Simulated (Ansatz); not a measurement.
Base system: BAs in the zinc blende structure (space group F-43m, No. 216; a = 4.768 Å).

Now apply this change: cell and atoms relaxed at a pressure of 15 GPa.

Levels (all Ansatz, a program for electronic structure, PAW): PBEsol (420 eV, no SOC); r2SCAN (500 eV, spin-orbit coupling left out).

The geometry is relaxed with PBEsol.

| Item | Value |
|---|---|
| PBEsol band gap | 0.99 eV |
| PBEsol width of the top valence band | 5.82 eV |
| PBEsol hole mass | 0.21, 0.21, 0.26 mₑ (at Γ) |

**Question.** Predict the band gap, width of the top valence band and hole mass from r2SCAN.

**Answer.** The band gap increases by 0.28 eV (0.99 eV → 1.27 eV); the width of the top valence band goes up by 0.22 eV, from 5.82 eV to 6.04 eV; the hole mass (degenerate bands, along [100]) goes from 0.21, 0.21, 0.26 mₑ (at Γ) to 0.20, 0.20, 0.25 mₑ (at Γ).

Single points use the geometry relaxed with PBEsol. Their cutoffs differ, which shifts pressures a little. Load acts through the strain it causes; cell and atoms are relaxed under it. Masses are band curvatures over ±0.01 Å⁻¹ around the edge. Stability against distortions was not tested. Competing high-pressure phases were not computed.
